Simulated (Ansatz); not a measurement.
Input and output of a self-consistent single point for a (111) slab of CoSi2 (cut from a parent of space group no. 225; 9 atoms in the cell) (Ansatz, a program for electronic structure).

Method of the run: PBEsol, PAW files made with PBE (plane waves; Ansatz).

The change in words: vacuum of 5 angstrom (first run: 14 Å). Reference geometry:
```xyz
9
Lattice="3.7787 0.0000 0.0000 1.8894 3.2725 0.0000 0.0000 0.0000 21.7133" Properties=species:S:1:pos:R:3 pbc="T T T"
Co     0.0000     0.0000     7.7713
Co     1.8894     1.0908    10.8567
Co     3.7787     2.1816    13.9420
Si     3.7787     2.1816     7.0000
Si     1.8894     1.0908     8.5427
Si     0.0000     0.0000    10.0853
Si     3.7787     2.1816    11.6280
Si     1.8894     1.0908    13.1706
Si     0.0000     0.0000    14.7133
```

Reference input (self-consistent single point, DFT, PBEsol, plane waves, PAW files made with PBE): basis.ecutwfc = 420 eV; kpoints.mp_grid.grid = 9 9 1; hamiltonian.xc = pbesol; hamiltonian.pseudopotentials = {kind: paw} (the program's default PAW files); scf.occupations.method = fermi_dirac; scf.occupations.width = 0.1 eV. This run's input differs from it in these lines:

Ansatz 0.2 input:
```diff
@@ -5,13 +5,13 @@
     - [1.889361, 3.272469, 0.000000]
-    - [0.000000, 0.000000, 21.713302]
+    - [0.000000, 0.000000, 12.713303]
   atoms:
-    - { symbol: Co, position_ang: [0.000000, 0.000000, 7.771299] }
-    - { symbol: Co, position_ang: [1.889359, 1.090822, 10.856694] }
-    - { symbol: Co, position_ang: [3.778724, 2.181647, 13.942003] }
-    - { symbol: Si, position_ang: [3.778724, 2.181647, 6.999999] }
-    - { symbol: Si, position_ang: [1.889359, 1.090822, 8.542708] }
-    - { symbol: Si, position_ang: [0.000000, 0.000000, 10.085308] }
-    - { symbol: Si, position_ang: [3.778724, 2.181647, 11.627994] }
-    - { symbol: Si, position_ang: [1.889359, 1.090822, 13.170594] }
-    - { symbol: Si, position_ang: [0.000000, 0.000000, 14.713303] }
+    - { symbol: Co, position_ang: [0.000000, 0.000000, 3.271298] }
+    - { symbol: Co, position_ang: [1.889359, 1.090822, 6.356690] }
+    - { symbol: Co, position_ang: [3.778724, 2.181647, 9.442005] }
+    - { symbol: Si, position_ang: [3.778724, 2.181647, 2.499995] }
+    - { symbol: Si, position_ang: [1.889359, 1.090822, 4.042703] }
+    - { symbol: Si, position_ang: [0.000000, 0.000000, 5.585310] }
+    - { symbol: Si, position_ang: [3.778724, 2.181647, 7.127993] }
+    - { symbol: Si, position_ang: [1.889359, 1.090822, 8.670600] }
+    - { symbol: Si, position_ang: [0.000000, 0.000000, 10.213308] }
 basis:
```

Log, with long lists cut:

```
SCF iter   1: F=—  HF=-19016.127063 eV  |F-HF|=—  |Δ(HF+E_count)|=         —  Δρ=1.44e-1  dr2=4.57e1  ethr=3.10e-3  ⟨swp⟩=9.8  Hψ=2865  notcnv=0  defer=2
all-band conjugate gradients solve this SCF's bands
preconditioner: auto → LDOS
SCF iter   2: F=—  HF=-19011.503173 eV  |F-HF|=—  |Δ(HF+E_count)|=    4.62e0  Δρ=1.06e-1  dr2=1.14e1  ethr=3.10e-3  ⟨swp⟩=4.3  Hψ=1537  notcnv=0  defer=17
   [... lines left out ...]
SCF iter   8: F=—  HF=-19010.434162 eV  |F-HF|=—  |Δ(HF+E_count)|=   3.88e-5  Δρ=1.58e-4  dr2=4.02e-5  ethr=4.54e-7  ⟨swp⟩=1.2  Hψ=551  notcnv=0  defer=16
SCF iter   9: F=—  HF=-19010.434179 eV  |F-HF|=—  |Δ(HF+E_count)|=   1.65e-5  Δρ=5.95e-5  dr2=6.21e-6  ethr=5.36e-8  ⟨swp⟩=2.0  Hψ=807  notcnv=0  defer=16
SCF iter  10: F=—  HF=-19010.434179 eV  |F-HF|=—  |Δ(HF+E_count)|=   5.77e-7  Δρ=4.05e-5  dr2=2.39e-6  ethr=8.28e-9  ⟨swp⟩=1.3  Hψ=561  notcnv=0  defer=16
SCF iter  11: F=-19010.434179 eV  HF=-19010.434179 eV  |F-HF|=6.77e-9  |Δ(HF+E_count)|=   5.94e-8  Δρ=3.09e-6  dr2=1.68e-8  ethr=1.33e-10  ⟨swp⟩=13.9  Hψ=3305  notcnv=0
SCF 1 converged in 11 iterations: F = -19010.434179 eV  dr2 = 1.68e-8
Free energy (F): -19010.434179 eV
Internal energy: -19010.247378 eV  (E = F + TS)
E sigma→0 (E₀):  -19010.340779 eV
Entropy (-TS):   -0.186801 eV (-20.756 meV/atom)
Fermi energy:    7.991690 eV
--- Forces (eV/Å), atoms counted from 1 ---
  atom   1  Co     0.00000000     0.00000000    -0.35622551
  atom   2  Co    -0.00000000     0.00000000     0.00000000
  atom   3  Co     0.00000000    -0.00000000     0.35622551
  atom   4  Si    -0.00000000     0.00000000     0.70187349
  atom   5  Si    -0.00000000     0.00000000    -0.05480173
  atom   6  Si     0.00000000    -0.00000000    -0.29009619
  atom   7  Si    -0.00000000     0.00000000     0.29009619
  atom   8  Si     0.00000000    -0.00000000     0.05480173
  atom   9  Si    -0.00000000    -0.00000000    -0.70187349
--- Stress (GPa, compression-positive) ---
       -5.220893      -0.000000       0.000000
       -0.000000      -5.220893       0.000000
        0.000000       0.000000      -2.711575
  P = ⅓ Tr σ = -4.3845 GPa (-43.845 kbar)
  The stress holds the Pulay correction. Without it, at fixed plane waves, as pw.x and ABINIT print it: P = -4.4164 GPa
```

The run converged in 11 iterations. Against the reference run the free energy stays essentially unchanged (within 1 meV/atom) and the largest force goes from 0.671 to 0.702 eV/Å.

The starting cell has typed, rounded lattice constants, without a prior relaxation at this level. The slab is cut from that crystal, and its faces are unrelaxed. Its lattice was rescaled by up to half a per cent. Spin polarisation is off.
